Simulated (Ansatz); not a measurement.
**Si: stress against strain**

Si (diamond, Fd-3m, 20.172 Å³/atom at rest, cube axes along x, y and z) under a strain ε along a cube axis (axis z), the other axes held. r2SCAN in Ansatz, a plane-wave DFT program (PAW, default set), 500 eV, 10×10×10 Γ-centred mesh, Fermi-Dirac smearing 0.05 eV; ions are relaxed within the symmetry of each cell. Stress is positive for a compressed cell.

Here s stands for strain and y for stress zz.

| strain (%) | stress zz (GPa) |
|---|---|
| -1.50 | 2.55 |
| -1.00 | 1.69 |
| -0.50 | 0.84 |
| 0.00 | 0.00 |
| 0.50 | -0.84 |
| 1.00 | -1.67 |
| 1.50 | -2.49 |
| 3.00 | ? |

### Question
Fit y against s with a straight line, and predict the withheld value at s = 3.00.

### Answer
Means: s 0, y 0.011. About the means, the sum of products is -11.760 and the sum of squares of s is 7.0000; the slope is their ratio. Least squares gives y = 0.011 - 1.6800·s. Residuals (row less fit): 0.019, -0.001, -0.011, -0.011, -0.011, -0.001, 0.019; standard error 0.015 (degrees of freedom: 5). The slope gives the elastic constant C11 = 168 ± 0.6 GPa. At the withheld row, y = 0.011 - 1.6800 × 3.0 = -5.029 GPa. The calculation gives -4.89 GPa, 0.139 GPa above the prediction (1.9 % of the range of y in the table). The row lies outside the fitted rows, so this is an extrapolation. From the scatter of the fitted rows alone, a prediction at this place has a standard error of 0.023 GPa, so the miss is 6.0 times that.

One order more, fitted to all 13 runs of the series, follows each within 0.01, so the miss is the next term of a smooth law. Rows are the converged runs of the series near zero and its far end; series whose fitted rows scatter by over a few per cent of the range, as at a crossing or softening among them, aren't shown in this form. Most that stay on the fit to the last digits aren't either.
